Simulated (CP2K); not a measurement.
# CP2K run on ZnS (F-43m, 2 atoms in the cell): self-consistent single point

Method of the run: PBE, GPW, DZVP-MOLOPT-SR-GTH basis, GTH-PBE potentials (GTH_POTENTIALS) in CP2K.

Input as run:

```
&GLOBAL
  PROJECT scf
  RUN_TYPE ENERGY_FORCE
  PRINT_LEVEL LOW
&END GLOBAL
&FORCE_EVAL
  METHOD Quickstep
  STRESS_TENSOR ANALYTICAL
  &DFT
    BASIS_SET_FILE_NAME BASIS_MOLOPT
    POTENTIAL_FILE_NAME GTH_POTENTIALS
    &QS
      METHOD GPW
      EPS_DEFAULT 1E-11
    &END QS
    &MGRID
      CUTOFF 600
      REL_CUTOFF 50
      NGRIDS 5
    &END MGRID
    &SCF
      SCF_GUESS ATOMIC
      EPS_SCF 1E-7
      MAX_SCF 100
      ADDED_MOS 4
      &DIAGONALIZATION
        ALGORITHM STANDARD
      &END DIAGONALIZATION
      &MIXING
        METHOD BROYDEN_MIXING
        ALPHA 0.4
        NBUFFER 8
        BETA 1
      &END MIXING
      &SMEAR ON
        METHOD FERMI_DIRAC
        ELECTRONIC_TEMPERATURE [K] 232.09
      &END SMEAR
    &END SCF
    &KPOINTS
      SCHEME MACDONALD 4 4 4 0.125 0.125 0.125
    &END KPOINTS
    &XC
      &XC_FUNCTIONAL PBE
      &END XC_FUNCTIONAL
    &END XC
    &PRINT
      &MO
        EIGENVALUES T
        OCCUPATION_NUMBERS T
        NDIGITS 8
        FILENAME mo
        &EACH
          QS_SCF 0
        &END EACH
        ADD_LAST NUMERIC
      &END MO
      &MULLIKEN OFF
      &END MULLIKEN
    &END PRINT
  &END DFT
  &SUBSYS
    &CELL
      A 3.84457500 0.00000000 0.00000000
      B 1.92228700 3.32950000 0.00000000
      C 1.92228700 1.10983300 3.13908200
      PERIODIC XYZ
    &END CELL
    &COORD
      SCALED
      Zn       0.00000000     0.00000000     0.00000000
      S        0.25000000     0.25000000     0.25000000
    &END COORD
    &KIND Zn
      BASIS_SET DZVP-MOLOPT-SR-GTH-q12
      POTENTIAL GTH-PBE-q12
    &END KIND
    &KIND S
      BASIS_SET DZVP-MOLOPT-SR-GTH-q6
      POTENTIAL GTH-PBE-q6
    &END KIND
  &END SUBSYS
  &PRINT
    &FORCES ON
    &END FORCES
    &STRESS_TENSOR ON
    &END STRESS_TENSOR
  &END PRINT
&END FORCE_EVAL
```

Output, abridged:

```
 GLOBAL| Method name                                                        CP2K
 GLOBAL| Project name                                                        scf
 GLOBAL| Run type                                                   ENERGY_FORCE

 TOTAL NUMBERS AND MAXIMUM NUMBERS

  Total number of            - Atomic kinds:                                   2
                             - Atoms:                                          2
                             - Shell sets:                                     2
                             - Shells:                                        12
                             - Primitive Cartesian functions:                 10
                             - Cartesian basis functions:                     44
                             - Spherical basis functions:                     38

  Maximum angular momentum of- Orbital basis functions:                        3
                             - Local part of the GTH pseudopotential:          0
                             - Non-local part of the GTH pseudopotential:      4

 SCF PARAMETERS         Density guess:                                    ATOMIC
                        max_scf:                                             100
                        max_diis:                                              4
                        eps_scf:                                        1.00E-07
                        eps_diis:                                       1.00E-01
                        eps_eigval:                                     1.00E-05
                        level_shift [a.u.]:                             0.000000
                        added MOs                                         4    0
                        Mixing method:                            BROYDEN_MIXING
                                                charge density mixing in g-space
                        Smear method:                                FERMI_DIRAC
                        Electronic temperature [K]:                        232.1
                        Electronic temperature [a.u.]:                  7.35E-04
                        Accuracy threshold:                             1.00E-10
                        No outer SCF

 Extrapolation method: initial_guess

 Number of electrons:                                                         18
 Number of occupied orbitals:                                                  9
 Number of molecular orbitals:                                                13

 Number of orbital functions:                                                 38
 Number of independent orbital functions:                                     38

 SCF WAVEFUNCTION OPTIMIZATION

  Step     Update method      Time    Convergence         Total energy    Change
     1 NoMix/Diag. 0.40E+00      -     1.63747837       -70.8679079071 -7.09E+01
     2 Broy./Diag. 0.40E+00      -     0.06493418       -70.6921602324  1.76E-01
     3 Broy./Diag. 0.40E+00      -     0.05622838       -70.7213012141 -2.91E-02
     4 Broy./Diag. 0.40E+00      -     0.00702506       -70.7936349695 -7.23E-02
     5 Broy./Diag. 0.40E+00      -     0.00382727       -70.8073710047 -1.37E-02
     6 Broy./Diag. 0.40E+00      -     0.00053291       -70.7991532938  8.22E-03
     7 Broy./Diag. 0.40E+00      -     0.00043019       -70.7956229031  3.53E-03
     8 Broy./Diag. 0.40E+00      -     0.00006834       -70.7967255252 -1.10E-03
     9 Broy./Diag. 0.40E+00      -     0.00002081       -70.7973711690 -6.46E-04
    10 Broy./Diag. 0.40E+00      -     0.00000168       -70.7973543688  1.68E-05
    11 Broy./Diag. 0.40E+00      -     0.00000059       -70.7973401871  1.42E-05
    12 Broy./Diag. 0.40E+00      -     0.00000010       -70.7973408338 -6.47E-07

  *** SCF run converged in    12 steps ***

  Electronic density on regular grids:        -17.9999999977        0.0000000023
  Core density on regular grids:               17.9999999998       -0.0000000002
  Total charge density on r-space grids:        0.0000000021
  Total charge density g-space grids:           0.0000000021

  Overlap energy of the core charge distribution:               0.00000000106877
  Self energy of the core charge distribution:               -103.82984772853666
  Core Hamiltonian energy:                                     30.89673384323847
  Hartree energy:                                              13.42577733623679
  Exchange-correlation energy:                                -11.29000428584244
  Electronic entropic energy:                                  -0.00000000000000
  Fermi energy:                                                 0.15778478176374

  Total energy:                                               -70.79734083383508
  Total energy (extrapolated to T->0):                        -70.79734083383508

 ENERGY| Total FORCE_EVAL ( QS ) energy [hartree]            -70.797340281527269

 FORCES| Atomic forces [hartree/bohr]
 FORCES|   Atom     x               y               z               |f|
 FORCES|      1 -9.31203835E-08 -7.22067349E-08  3.74728541E-09   1.17895125E-07
 FORCES|      2  9.79465532E-08  7.49929574E-08 -1.78174232E-09   1.23371980E-07
 FORCES| Sum     4.82616972E-09  2.78622249E-09  1.96554309E-09
 FORCES| Total atomic force                                       5.90917165E-09

 STRESS| Analytical stress tensor [bar]
 STRESS|                        x                   y                   z
 STRESS|      x        8.30750313812E+03   3.31527223214E+00   2.34425078077E+00
 STRESS|      y        3.31527223214E+00   8.30377946092E+03   1.24689188327E+00
 STRESS|      z        2.34425078077E+00   1.24689188327E+00   8.30305611444E+03
 STRESS| 1/3 Trace                                             8.30477957116E+03
```

The run converged in 12 iterations.

The starting cell has typed, rounded lattice constants, without a prior relaxation at this level. Its lattice was rescaled by up to half a per cent. Values carry the incompleteness of an atom-centred basis.
